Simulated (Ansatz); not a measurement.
The parent structure is Hf in the hcp (Mg type) structure (space group P6_3/mmc, No. 194; a = 3.1983 Å, c = 5.0488 Å; relaxed with 0.1 eV smearing). Axes: x lies along a and z along c of the hexagonal cell.

Level of theory: r2SCAN in Ansatz (plane waves to 500 eV, PAW, spin-orbit coupling left out).

Now apply this change: biaxial strain +2.50 %, plane normal [001], relaxed out of plane (Cartesian); in-plane vectors clamped, the third vector and the atoms free.

What happens to the ratio −ε⊥/ε∥ and in-plane stress?

The ratio −ε⊥/ε∥ is 0.63; the mean in-plane stress (compression positive) is -5.1 GPa.

Whether these cells are dynamically stable was not tested. The final runs are not spin-polarised.

Ansatz is a first-principles code.
